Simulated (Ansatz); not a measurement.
Take AgCl in the rock salt structure (space group Fm-3m, No. 225; a = 5.447 Å) as the base. Axes: x, y, z lie along the cube axes.

Level of theory: Ansatz (a program for electronic structure), PBEsol, PAW, cutoff 420 eV, no spin-orbit coupling.

Before the change:

| Property | Value |
|---|---|
| Valley order | Γ 0.72 eV; X along ⟨100⟩ 2.13 eV |
| Smallest direct gap | 3.03 eV |

It is then changed as follows: a pure shear with ε_xz = ε_zx = 0.0195; the atoms relax in the strained cell.

Problem. Predict the new valley order, stress, energy relative to the base and smallest direct gap.

Solution. The valley order (the lowest conduction-band minima on the path, energy above the VBM, named in the base's zone) goes from Γ 0.72 eV; X along ⟨100⟩ 2.13 eV to Γ 0.68 eV; X along [010] 2.08 eV; X along [001] 2.10 eV; the stress (xx, yy, zz, yz, xz, xy; compression positive) amounts to (-0.01, -0.02, -0.01, 0.00, -0.18, 0.00) GPa; the energy grows by 0.5 meV/atom; the smallest direct gap falls by 0.01 eV to 3.02 eV.

Whether these cells are dynamically stable was not tested.
